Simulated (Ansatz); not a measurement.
Density of states of the (001) slab of GaSiNi6 (cut from a parent of space group no. 123; 16 atoms in the cell).

```
GaNi6Si
1.0
    3.50308     0.00000     0.00000
    0.00000     3.50308     0.00000
    0.00000     0.00000    22.17690
Ga Si Ni
2 2 12
Cartesian
  0.00000   0.00000  10.18510
  0.00000   0.00000  17.17690
  0.00000   0.00000   6.68911
  0.00000   0.00000  13.68100
  1.75154   1.75154  10.18510
  1.75154   1.75154   6.68911
  1.75154   0.00000   5.00000
  1.75154   0.00000   8.37821
  0.00000   1.75154   5.00000
  0.00000   1.75154   8.37821
  1.75154   1.75154  17.17690
  1.75154   1.75154  13.68100
  1.75154   0.00000  11.99189
  1.75154   0.00000  15.37010
  0.00000   1.75154  11.99189
  0.00000   1.75154  15.37010
```

Level of theory: PBEsol, default PAW files made with PBE (plane waves; Ansatz, a quantum-chemistry and plane-wave program).

SCF settings: basis.ecutwfc = 420 eV; kpoints.mp_grid.grid = 5 5 1; hamiltonian.xc = pbesol; hamiltonian.pseudopotentials = {kind: paw} (the program's default PAW files); scf.occupations.method = fermi_dirac; scf.occupations.width = 0.1 eV. Keys of the DOS step: output.dos.nscf_kmesh.grid = 8 8 1; output.dos.method = {smearing: {sigma: 0.02}} eV.

The starting cell comes from a database of computed structures (which also holds hypothetical and non-ambient phases and stackings), without a prior relaxation at this level. The slab is cut from that crystal, and its faces are unrelaxed. Spin polarisation is off. The two faces of this cut differ, and no dipole correction was used.

Total DOS (both spins), as means of the tabulated values in each energy bin; the zero is the program's Fermi level or highest filled level, and the curve is cut to this window:

(E (eV), states/eV/cell): (-7.88, 1.70); (-7.62, 1.73); (-7.38, 2.33); (-7.12, 2.34); (-6.88, 2.36); (-6.62, 3.30); (-6.38, 2.13); (-6.12, 4.12); (-5.88, 2.78); (-5.62, 3.13); (-5.38, 9.81); (-5.12, 3.67); (-4.88, 7.67); (-4.62, 6.44); (-4.38, 9.82); (-4.12, 8.42); (-3.88, 11.7); (-3.62, 19.2); (-3.38, 22.8); (-3.12, 21.7); (-2.88, 27.2); (-2.62, 23.0); (-2.38, 27.5); (-2.12, 29.7); (-1.88, 22.8); (-1.62, 24.2); (-1.38, 36.2); (-1.12, 50.3); (-0.88, 47.9); (-0.62, 36.8); (-0.38, 21.4); (-0.12, 22.0); (0.12, 6.67); (0.38, 7.67); (0.62, 6.34); (0.88, 8.20)

Around zero the curve holds about 14 states/eV/cell.

Keys are those of Ansatz 0.2.
